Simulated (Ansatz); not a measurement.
# ZnCu: response to strain

Start from ZnCu in the CsCl type structure (space group Pm-3m, No. 221; a = 2.9085 Å; relaxed with 0.1 eV smearing).

Strains are applied to the cell and any free atomic positions relax.

All numbers come from Ansatz (a first-principles code) PBEsol, no spin-orbit coupling.

```csv
isotropic strain (%),pressure (GPa)
-3,15.7
-2.5,12.5
-2,9.6
-1,4.4
-0.5,?
0,0.0
1,-3.8
1.5,-5.5
2.5,-8.4
```

Problem. Fit P = P₀ − Bδ + Cδ² with δ = (1 + ε)³ − 1 to the rows shown and predict the withheld row.

Solution. Least squares on the printed values gives P₀ = -0.1 GPa, B = 141 GPa, C = 434 GPa (largest residual 0.2 GPa); this predicts 2.1 GPa, and the run gives 2.1 GPa, in agreement.

Whether these cells are dynamically stable was not tested. The final runs are not spin-polarised.
